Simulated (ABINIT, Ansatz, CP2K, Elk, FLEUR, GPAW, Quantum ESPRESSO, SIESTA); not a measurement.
## Code comparison for TlSbS2 (P-1, 8 atoms in the cell)

Self-consistent single point.

```
CELL_PARAMETERS angstrom
      6.43032     0.00000     0.00000
      0.13669     6.55663     0.00000
      2.52178     2.84341     6.01819
ATOMIC_POSITIONS crystal
  Tl 0.87064 0.61402 0.74368
  Tl 0.12936 0.38598 0.25632
  Sb 0.40930 0.08577 0.75110
  Sb 0.59070 0.91423 0.24890
  S  0.78230 0.09192 0.79031
  S  0.21770 0.90808 0.20969
  S  0.37114 0.72112 0.73003
  S  0.62886 0.27888 0.26997
```

All programs got the same cell, k-point mesh and kind of occupations (in Ansatz's words: kpoints.mp_grid.grid = 2 2 2; scf.occupations.method = fermi_dirac; scf.occupations.width = 0.0007 Ry); potentials, basis and cutoffs are each program's usual ones.

| code | model | pressure (GPa) | largest force (eV/Å) | gap on the mesh (eV) | cutoff |
|---|---|---|---|---|---|
| Elk | PBEsol, all-electron FP-LAPW, Elk's shipped species files, LAPW+lo basis | – | – | 1.235 | rgkmax 7.5 |
| CP2K | PBEsol, GPW, DZVP-MOLOPT-PBE-GTH basis, GTH-PBE potentials (POTENTIAL_UZH) | -1.58 | 0.200 | 1.207 | grid 500 Ry |
| Quantum ESPRESSO | PBEsol, PseudoDojo standard norm-conserving (PBESOL) pseudopotentials | -2.92 | 0.628 | 1.241 | 80 Ry |
| FLEUR | PBEsol, all-electron FLAPW (FLEUR), scalar-relativistic valence | – | 0.616 | 1.245 | Kmax 4.7 1/bohr |
| Ansatz | PBEsol, PAW files made with PBE | -2.90 | 0.629 | 1.245 | default |
| GPAW | PBEsol, GPAW PAW datasets PBEsol (made by gpaw-setup) | -3.05 | 0.662 | 1.220 | 600 eV |
| ABINIT | PBEsol, norm-conserving pseudopotentials (PseudoDojo nc-sr-04 PBEsol standard) | -2.92 | 0.628 | 1.241 | 40 Ha |
| SIESTA | GGA PBEsol, numerical atomic orbitals DZP, PseudoDojo PBEsol standard norm-conserving potentials (rewritten from UPF to PSML) | -2.62 | 0.154 | 1.233 | grid 300 Ry |

Size of the force on each atom (eV/Å): Sizes of forces hide their directions.

```csv
code,Tl1,Tl2,Sb3,Sb4,S5,S6,S7,S8
CP2K,0.035,0.035,0.096,0.096,0.200,0.200,0.127,0.127
Quantum ESPRESSO,0.029,0.029,0.628,0.628,0.559,0.559,0.492,0.492
FLEUR,0.029,0.029,0.616,0.616,0.558,0.558,0.489,0.489
Ansatz,0.029,0.029,0.629,0.629,0.565,0.565,0.498,0.498
GPAW,0.030,0.030,0.662,0.662,0.588,0.588,0.521,0.521
ABINIT,0.029,0.029,0.628,0.628,0.559,0.559,0.492,0.492
SIESTA,0.031,0.031,0.062,0.062,0.154,0.154,0.074,0.074
```

A dash marks a value that a program does not give, or that is left out as unsure.

Gaps are read on the mesh.

The spread over the programs that give each value: pressure within 1.47 GPa; largest force within 0.508 eV/Å; gap on the mesh within 0.038 eV.

The starting cell comes from a database of computed structures (which also holds hypothetical and non-ambient phases and stackings), without a prior relaxation at this level. Its lattice was rescaled by a random factor within 2.5 % of one. On Ansatz's run: Spin-orbit coupling is off.

Question: Why do the programs differ, and what cannot be compared?

Answer: Differences of this kind can come from the potentials, where these differ, and from what each basis and cutoff leave unconverged. The valence holds different numbers of electrons (CP2K 60, Quantum ESPRESSO 80, FLEUR 80, Ansatz (a quantum-chemistry and plane-wave program) 80, GPAW 80, ABINIT 80, SIESTA 80). The zero of total energies and Fermi levels follows the potentials and each program's conventions, so they are not compared here. CP2K and SIESTA use small atom-centred bases, whose incompleteness enters pressures, forces and empty levels differently from a plane-wave cutoff. Elk and FLEUR treat all electrons, but the usual bases taken here (sphere radii, linearisation, local orbitals, empty states) were not tested for convergence, so the values are no reference for the others. Ansatz's pressure is given at a fixed set of plane waves, as the other plane-wave codes print theirs. Ansatz's smearing width was typed in Ry to four decimals, so it matches the others to a few per cent. In the pressure, CP2K (by 1.34) lies more than 1 GPa from the median of the plane-wave programs. In the force vectors, CP2K (by 0.543) and SIESTA (by 0.574) lie more than 0.08 eV/Å from the median of the plane-wave programs.

The shared mesh is coarse (it stands for a supercell whose shortest vector is 13 Å), so the values are not converged in it.

Keys are those of Ansatz 0.2.
